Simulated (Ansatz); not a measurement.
Start from BN in the zinc blende structure (space group F-43m, No. 216).

```
BN
1.0
    0.00000     1.80486     1.80486
    1.80486     0.00000     1.80486
    1.80486     1.80486     0.00000
B N
1 1
Direct
  0.00000   0.00000   0.00000
  0.25000   0.25000   0.25000
```

Cartesian axes are those of the cell as printed.

Calculations: plane-wave PAW DFT at the r2SCAN level (Ansatz, a program for electronic structure, 500 eV), no SOC.

Strains are applied to the cell and any free atomic positions relax.

One change was made to it. Results:

```tsv
quantity	base	after
valence-band top at Γ (three highest levels, from the VBM)	0.00, 0.00, 0.00 eV	0.00, -0.25, -0.25 eV
smallest direct gap	9.59 eV	9.43 eV
```

Question: Name the change that was made.
A. uniaxial strain ε_zz = −0.50 %
B. uniaxial strain ε_zz = −2.50 %
C. uniaxial strain ε_zz = −1.00 %
D. uniaxial strain ε_zz = −1.50 %

Answer: B, uniaxial strain ε_zz = −2.50 %. For comparison, the valence-band top at Γ in the other runs: uniaxial strain ε_zz = −0.50 % gives 0.00, -0.05, -0.05 eV; uniaxial strain ε_zz = −1.50 % gives 0.00, -0.15, -0.15 eV; uniaxial strain ε_zz = −1.00 % gives 0.00, -0.10, -0.10 eV.

Whether these cells are dynamically stable was not tested.
